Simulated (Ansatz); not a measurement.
Base system: NaCl in the rock salt structure (space group Fm-3m, No. 225; a = 5.601 Å).

Computed with plane-wave PAW DFT at the PBEsol level (Ansatz, a program for electronic structure, 420 eV), spin-orbit coupling left out.

Base values:

The smallest direct gap is 5.01 eV and the width of the top valence band is 0.80 eV. The band gap is 5.01 eV and the volume per atom is 21.97 Å³. The gap character is direct at Γ.

The change: cell and atoms relaxed at a pressure of 50 GPa.

Task: What happens to the smallest direct gap, width of the top valence band, band gap, volume per atom and gap character?

Result: The smallest direct gap rises by 2.76 eV (5.01 eV → 7.77 eV); the width of the top valence band rises by 1.147 eV to 1.94 eV; the band gap grows by 1.36 eV, from 5.01 eV to 6.37 eV; the volume per atom shrinks by 9.18 Å³ to 12.79 Å³; the gap character changes from direct at Γ to indirect, Γ → X.

Load acts through the strain it causes; cell and atoms are relaxed under it. No phonon test of stability was made. Competing high-pressure phases were not computed.
